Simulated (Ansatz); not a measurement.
System: LiH (model structure, started from the wurtzite type, P6₃/mmc, No. 194, 4 atoms in the cell). Method: LDA in Ansatz (plane waves, PAW).

Run with plane-wave cutoff 520 eV, 12×12×8 k mesh (along the axes of the cell as run), Fermi–Dirac smearing 0.01 eV, scalar-relativistic PAW data made under PBE.

Cell (relaxed at this level):

```cif
data_H2Li2
_chemical_formula_sum 'Li2 H2'
_space_group_name_H-M_alt 'P63/mmc'
_space_group_IT_number 194
_space_group_name_Hall '-P 6c 2c'
_cell_length_a 3.17765
_cell_length_b 3.17765
_cell_length_c 3.96639
_cell_angle_alpha 90.000
_cell_angle_beta 90.000
_cell_angle_gamma 120.000
loop_
_atom_site_label
_atom_site_type_symbol
_atom_site_symmetry_multiplicity
_atom_site_Wyckoff_symbol
_atom_site_fract_x
_atom_site_fract_y
_atom_site_fract_z
_atom_site_occupancy
Li1 Li 2 c 0.33333 0.66667 0.25000 1
H1 H 2 d 0.66667 0.33333 0.25000 1
```

Problem. Estimate the band gap and smallest direct gap on the k points sampled that the calculation returns.

Solution. 
- band gap: 1.29 eV (indirect)
- smallest direct gap on the k points sampled: 2.61 eV

Note: the relaxation could raise the start's symmetry but not lower it, so the cell can be a saddle point.

Computed values are for the static lattice.

The result took very roughly 7 core-seconds.

A model structure was made by putting elements into a prototype or built by hand; it is no filed structure, need not be a known phase, and can be a saddle point held by its symmetry.

Ansatz is a quantum-chemistry and plane-wave program.
